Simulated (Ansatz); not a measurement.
**Competing hops of interstitial Mg in monoclinic ZrO2, charge state +2**

Consider interstitial Mg in monoclinic ZrO2, charge state +2. The numbers are results of PBE, PAW (plane waves to 420 eV; Ansatz, a quantum-chemistry and plane-wave program), not measurements.

96-site cell at the relaxed PBE lattice, the Γ point alone, smearing 0.01 eV, spin-restricted, no finite-size correction. Energies are static. The charge state is imposed; whether it is stable for some Fermi level was not computed. Sites that were not tried may lie lower.

Barriers: single points on a 2×2×2 k-point mesh shifted by half a step at the bands' geometries.

| Route | Start site over the lowest site run (eV) | Hop (Å) | Forward barrier (eV) | Backward barrier (eV) | Neighbours at the start | Neighbours at the saddle | Saddle order | Forward, on the band's own sampling (eV) |
|---|---|---|---|---|---|---|---|---|
| one Mg atom jumps by itself (a rearrangement that moves the defect's centre by under 1 Å) | 0.00 | 0.85 | 0.07 | 0.07 | O at 1.91, O at 1.95, 2 O at 2.03, O at 2.11 Å | 2 O at 1.94, 2 O at 1.96 Å | not checked, on a symmetry element | 0.08 |
| several atoms move together, Mg the farthest | 0.00 | 3.48 | 2.46 | 2.46 | O at 1.91, O at 1.95, 2 O at 2.03, O at 2.11 Å | O at 1.79, O at 1.82, O at 1.88, O at 1.93 Å | not checked | 2.45 |

Paths come from CI-NEB runs. Of the routes that converged and passed our checks, the lowest saddle point lies 0.074 eV above the lowest of the sites run (one Mg atom jumps by itself (a rearrangement that moves the defect's centre by under 1 Å)); other sites, such as split forms, and other routes may lie lower. A band can be held on a symmetry element, so unchecked saddle points there may be too high.

The whole set of runs took about 1.7 core-hours (a rough figure).
